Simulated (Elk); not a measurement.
Worked example: self-consistent single point of Ni3Pb2Se2 (R-3m, 7 atoms in the cell) in Elk.

Level of theory: Elk with PBEsol+U, all-electron FP-LAPW, Elk's shipped species files, default APW+lo basis.

```
Ni3(PbSe)2
1.0
    2.85635     1.64911     4.84348
   -2.85635     1.64911     4.84348
    0.00000    -3.29823     4.84348
Ni Pb Se
3 2 2
Direct
  0.00000   0.00000   0.50000
  0.50000   0.00000   0.00000
  0.00000   0.50000   0.00000
  0.00000   0.00000   0.00000
  0.50000   0.50000   0.50000
  0.72264   0.72264   0.72264
  0.27736   0.27736   0.27736
```

Reference input (self-consistent single point, DFT, PBEsol, all-electron FP-LAPW, Elk's shipped species files, default APW+lo basis): xctype = 22; rgkmax = 7; stype = 0; swidth = 0.00367493 Ha; ngridk = 4 4 4; rmtscf = 0.85. This run's input differs from it in these lines:

```diff
@@ -17,2 +17,6 @@
   0.00367493
+
+dft+u
+  1 1   : dftu, inpdftu
+  1 2  0.146997  0.000000   : is, l, U, J
```

Output, abridged:

```
│ Self-consistent loop started │
│ Loop number : 1 │
 total energy                :     -51314.8336982
│ Loop number : 2 │
 total energy                :     -51324.2999486
RMS change in Kohn-Sham potential (target) :   0.6766541944     (  0.1000000000E-05)
Absolute change in total energy (target)   :    9.466250418     (  0.1000000000E-03)
│ Loop number : 3 │
 total energy                :     -51332.2374601
RMS change in Kohn-Sham potential (target) :   0.7343403704     (  0.1000000000E-05)
Absolute change in total energy (target)   :    10.30407408     (  0.1000000000E-03)
│ Loop number : 4 │
   [... lines left out ...]
Absolute change in total energy (target)   :   0.3834825984E-03 (  0.1000000000E-03)
│ Loop number : 19 │
 total energy                :     -51262.6546246
RMS change in Kohn-Sham potential (target) :   0.1991755252E-05 (  0.1000000000E-05)
Absolute change in total energy (target)   :   0.6593050130E-03 (  0.1000000000E-03)
│ Loop number : 20 │
 total energy                :     -51262.6544879
RMS change in Kohn-Sham potential (target) :   0.2435719369E-06 (  0.1000000000E-05)
Absolute change in total energy (target)   :   0.2815046173E-04 (  0.1000000000E-03)
Convergence targets achieved

│ Loop number : 21 │

Energies :
 Fermi                       :     0.258627474965
 DFT+U                       :     0.727603812568
 total energy                :     -51262.6544001

Density of states at Fermi energy :    78.84773573
 (states/Hartree/unit cell)

Estimated indirect band gap :   0.3044373325E-03
 from k-point     13 to k-point      4
Estimated direct band gap   :   0.1768216560E-01
 at k-point      9

Charges :
 core                        :    208.0000000
 valence                     :    108.0000000
 interstitial                :    15.23283082
 muffin-tins (core leakage)
  species :    1 (Ni)
   atom    1                 :    26.50496322     (  0.1990410701E-02)
   atom    2                 :    26.50496322     (  0.1990410701E-02)
   [... lines left out ...]
  species :    3 (Se)
   atom    1                 :    31.36518978     (  0.6180771732E-03)
   atom    2                 :    31.36518978     (  0.6180771732E-03)
 total in muffin-tins        :    300.7671692
 total calculated charge     :    315.9610906
 total charge                :    316.0000000
 error                       :   0.3890940572E-01

│ Self-consistent loop stopped │
```

The run converged in 21 iterations. The count includes the last loop, which Elk runs after its targets are met. 

The starting cell comes from a database of computed structures (which also holds hypothetical and non-ambient phases and stackings), without a prior relaxation at this level. Spin-orbit coupling is off. Spin polarisation is off, so a magnetic state, if there is one, cannot be reached. The U value is a test value, and with U on an open shell several self-consistent states can exist. Values depend on the basis (sphere radii, cutoffs, local orbitals), which need not be converged. The log's line on a gap gives a spacing of levels on this mesh, which the program prints for metals too.

Cost on one core of a shared machine: roughly 2 min.
